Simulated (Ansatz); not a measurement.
The starting structures come from a database of crystals and need not be the phases stable at ambient conditions.

 Where the default PAW files enter, the runs use the earlier of Ansatz's two default sets.

By LDA and PBEsol, the system below comes out a metal.

Data:

```yaml
crystal:
  lattice:
    - [4.80621, 0.00000, 0.00000]
    - [-2.40310, 4.16230, 0.00000]
    - [0.00000, 0.00000, 6.58636]
  atoms:
    - { symbol: Nb, position: [0.50000, 0.50000, 0.16667] }
    - { symbol: Nb, position: [0.00000, 0.50000, 0.50000] }
    - { symbol: Nb, position: [0.50000, 0.00000, 0.83333] }
    - { symbol: Si, position: [0.31631, 0.15815, 0.50000] }
    - { symbol: Si, position: [0.15815, 0.31631, 0.83333] }
    - { symbol: Si, position: [0.84185, 0.15815, 0.16667] }
    - { symbol: Si, position: [0.68369, 0.84184, 0.50000] }
    - { symbol: Si, position: [0.84185, 0.68369, 0.83333] }
    - { symbol: Si, position: [0.15815, 0.84184, 0.16667] }
```

Space group of this cell: P6_222. The cell is taken as given; by PBEsol its mean pressure is -3.1 GPa.

The current runs along the normal of the first two printed vectors, the (001) plane. All runs by Ansatz (a quantum-chemistry and plane-wave program), plane waves and PAW, without spin-orbit coupling; the base is PBEsol.

```tsv
run	mean pressure (GPa)	G/A, both spins (10¹⁵ S/m²)
base	-3.1	0.36
all lengths scaled by 0.98	9.1	0.37
all lengths scaled by 1.02	-12.2	[?]
lda in place of pbesol	-5.9	0.36
lengths across the current scaled by 0.98, ions clamped	4.3	0.37
lengths across the current scaled by 1.02, ions clamped	-8.9	0.35
lengths along the current scaled by 0.97, ions clamped	3.6	0.37
lengths along the current scaled by 1.03, ions clamped	-8.3	0.35
```

**Question.** Complete the blanks.

**Answer.** 
- all lengths scaled by 1.02, G/A, both spins (10¹⁵ S/m²): 0.34
